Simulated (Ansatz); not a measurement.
A hypothetical phase is included: elements placed on a structure type, which no database files for this compound.

Inside the gap of an insulator the Bloch states are evanescent, with a wavenumber k + iκ along the transport direction.

Here is the system:

```
CELL_PARAMETERS angstrom
      3.23958     0.00000     0.00000
     -1.61979     2.80555     0.00000
      0.00000     0.00000     4.66103
ATOMIC_POSITIONS crystal
  Hf 0.00000 0.00000 0.00000
  O  0.33333 0.66667 0.20846
  O  0.66667 0.33333 0.79154
```

The cell was relaxed by PBE-D3(BJ); by r2SCAN it stands under a pressure of -2.1 GPa.

Transport runs along the normal of the first two printed cell vectors, the (001) plane of the conventional cell.

No gap correction and no spin-orbit coupling; mid-gap is the computed energy nearest the middle.

Give the band gap and the smallest decay constant κ at mid-gap that r2SCAN (Ansatz, a program for electronic structure) yields.

Gap 4.99 eV on a 12×12×8 mesh; κ = 0.474 1/Å, at the zone centre.
